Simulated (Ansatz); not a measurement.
MgS (F-43m, No. 216, 2 atoms in the cell; start mp-13032; metastable phase), treated with HSE06 (plane waves, PAW; Ansatz, a program for electronic structure).

Numerical settings: plane-wave cutoff 500 eV, 6×6×6 k mesh, gaussian smearing 0.02 eV, scalar-relativistic PAW data made under PBE.

Cell (relaxed at this level):

MgS is modelled in the cubic space group F-43m (No. 216), the zinc blende structure, Pearson symbol cF8. Lattice parameters: a = b = c = 5.6628 Å, α = β = γ = 90.00°. Mg on 4a has 4 S at 2.452 Å (tetrahedral). S on 4c is surrounded by 4 Mg at 2.452 Å (tetrahedral). (Neighbours: up to the widest gap in distance over summed covalent radii, below 1.35, at either atom; cation-cation and far metal-metal contacts left out.)
(The calculation used a cell of 2 atoms; values per cell refer to that cell.)

Question: Estimate the band gap that the calculation returns.

Answer: 
* **band gap**: 4.52 eV (on the SCF k mesh)

Note: the relaxation could not lower the start's symmetry, so the cell can be a saddle point above a distorted one.

The result took around 70 core-seconds (rough).

A start named mp-… is a Materials Project structure, which need not be a measured phase.
